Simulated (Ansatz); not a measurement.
Here is the system:

End structure of a constructed model of the (110) surface of bcc Mo, a cell of two sites (a+b, b-a) layer of I, one a cell, on the site that continues the host's stacking (bottom of the slab: a bare face, its two planes held):

```yaml
crystal:
  lattice:
    - [1.82490, 2.58080, 0.00000]
    - [-3.64980, 2.58080, 0.00000]
    - [0.00000, 0.00000, 30.00000]
  atoms:
    - { symbol: Mo, position: [0.50000, 0.00000, 0.27027] }
    - { symbol: Mo, position: [0.00000, 0.50000, 0.27027] }
    - { symbol: Mo, position: [0.00000, 0.00000, 0.34477] }
    - { symbol: Mo, position: [0.50000, 0.50000, 0.34477] }
    - { symbol: Mo, position: [0.50000, 0.00000, 0.41902] }
    - { symbol: Mo, position: [0.00000, 0.50000, 0.41959] }
    - { symbol: Mo, position: [0.00000, 0.00000, 0.49442] }
    - { symbol: Mo, position: [0.50000, 0.50000, 0.49325] }
    - { symbol: Mo, position: [0.50000, 0.00000, 0.56703] }
    - { symbol: Mo, position: [0.00000, 0.50000, 0.57019] }
    - { symbol: Mo, position: [0.00000, 0.00000, 0.63940] }
    - { symbol: Mo, position: [0.50000, 0.50000, 0.64259] }
    - { symbol: I, position: [0.50000, 0.00000, 0.71725] }
```

Slab: 13 atoms, 13.8 Å thick at the start with caps and adatoms (thin: gaps and levels are the slab's own); k 12x9x1, smearing 0.1 eV, dipole-corrected; 4 atoms held, the rest relaxed; held to the start's symmetry, so lower structures may exist; no spin, no spin-orbit, no U. It is one candidate, not shown to be the stable structure of the face.

Question: What work function of the top face does PBE (Ansatz, an electronic-structure program) give?

Answer: 3.50 eV
